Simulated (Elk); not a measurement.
Elk run on HfPd (Pm-3m, 2 atoms in the cell): self-consistent single point.

Method: PBEsol, all-electron FP-LAPW, Elk's shipped species files, default APW+lo basis (Elk 10.2.4).

The change in words: lattice scaled by 0.98. Reference geometry:
```xyz
2
Lattice="3.3056 0.0000 0.0000 0.0000 3.3056 0.0000 0.0000 0.0000 3.3056" Properties=species:S:1:pos:R:3 pbc="T T T"
Hf     0.0000     0.0000     0.0000
Pd     1.6528     1.6528     1.6528
```

Reference input (self-consistent single point, DFT, PBEsol, all-electron FP-LAPW, Elk's shipped species files, default APW+lo basis): xctype = 22; stype = 0; swidth = 0.00734986 Ha; ngridk = 10 10 10; maxscl = 100. This run's input differs from it in these lines:

```diff
@@ -16,3 +16,3 @@
 scale
-  6.246640883
+  6.121707309
```

The program printed (abridged):

```
│ Self-consistent loop started │
│ Loop number : 1 │
 total energy                :     -20121.2453811
│ Loop number : 2 │
 total energy                :     -20122.3053901
RMS change in Kohn-Sham potential (target) :   0.5818313063     (  0.1000000000E-05)
Absolute change in total energy (target)   :    1.060008973     (  0.1000000000E-03)
│ Loop number : 3 │
 total energy                :     -20130.8672301
RMS change in Kohn-Sham potential (target) :   0.3864058796     (  0.1000000000E-05)
Absolute change in total energy (target)   :    8.826842238     (  0.1000000000E-03)
│ Loop number : 4 │
   [... lines left out ...]
Absolute change in total energy (target)   :   0.3058258262E-03 (  0.1000000000E-03)
│ Loop number : 17 │
 total energy                :     -20138.0495203
RMS change in Kohn-Sham potential (target) :   0.8187993371E-06 (  0.1000000000E-05)
Absolute change in total energy (target)   :   0.1812654373E-03 (  0.1000000000E-03)
│ Loop number : 18 │
 total energy                :     -20138.0495370
RMS change in Kohn-Sham potential (target) :   0.8308795263E-07 (  0.1000000000E-05)
Absolute change in total energy (target)   :   0.6202029545E-04 (  0.1000000000E-03)
Convergence targets achieved

│ Loop number : 19 │

Energies :
 Fermi                       :     0.375258142977
 total energy                :     -20138.0495408

Density of states at Fermi energy :    39.74175691
 (states/Hartree/unit cell)

Estimated indirect band gap :   0.1544104294E-02
 from k-point     24 to k-point     14
Estimated direct band gap   :   0.1171411327E-01
 at k-point     24

Charges :
 core                        :    74.00000000
 valence                     :    44.00000000
 interstitial                :    2.517902064
 muffin-tins (core leakage)
  species :    1 (Hf)
   atom    1                 :    70.32733558     (  0.6068749983E-06)
  species :    2 (Pd)
   atom    1                 :    45.15476235     (  0.7567070526E-08)
 total in muffin-tins        :    115.4820979
 total calculated charge     :    118.0033054
 total charge                :    118.0000000
 error                       :   0.3305422840E-02

│ Self-consistent loop stopped │
```

The run converged in 19 iterations. The count includes the last loop, which Elk runs after its targets are met. 

The starting cell comes from a database of computed structures (which also holds hypothetical and non-ambient phases and stackings), without a prior relaxation at this level. For this run, on top of that: lattice scaled by 0.98. Spin-orbit coupling is off. Spin polarisation is off. Values depend on the basis (sphere radii, cutoffs, local orbitals), which need not be converged. The log's line on a gap gives a spacing of levels on this mesh, which the program prints for metals too.
